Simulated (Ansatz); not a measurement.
Base system: MoTe₂ in the 2H-MoS2 type structure (space group P6_3/mmc, No. 194; a = 3.4967 Å, c = 13.6973 Å; layered, stacked along the Cartesian z axis).

Method: PBE-D3(BJ) (Ansatz, a program for electronic structure; PAW; 420 eV plane waves; no spin-orbit coupling), earlier PAW set.

One change was made to it. Results:

| quantity | base | after |
|---|---|---|
| density | 8.04 g/cm³ | 8.28 g/cm³ |
| band gap | 0.60 eV | 0.47 eV |
| shortest interatomic distance | 2.716 Å | 2.708 Å |

Q: Name the change that was made.
A. pressure −2 GPa
B. pressure 10 GPa
C. pressure −1 GPa
D. pressure 1.5 GPa
E. pressure 7.5 GPa

A: D, pressure 1.5 GPa. For comparison, the band gap in the other runs: pressure −1 GPa gives 0.69 eV; pressure −2 GPa gives 0.81 eV; pressure 10 GPa gives zero; pressure 7.5 GPa gives zero.

A case with no gap was solved on a k-mesh chosen for an insulator, which is coarse for it. With Te present, leaving out spin-orbit coupling can change the band edges. Load acts through the strain it causes; cell and atoms are relaxed under it. Whether these cells are dynamically stable was not tested. No other phases were tried under pressure. The final runs are not spin-polarised. Gaps under 0.05 eV, about the width of the smearing, are given as zero. The D3 term's C6 switches between coordination references near this geometry, which can add small steps to energies. A zero or small gap of MoTe2 under pressure 10 GPa and MoTe2 under pressure 7.5 GPa can be the functional's error rather than a property of the material.
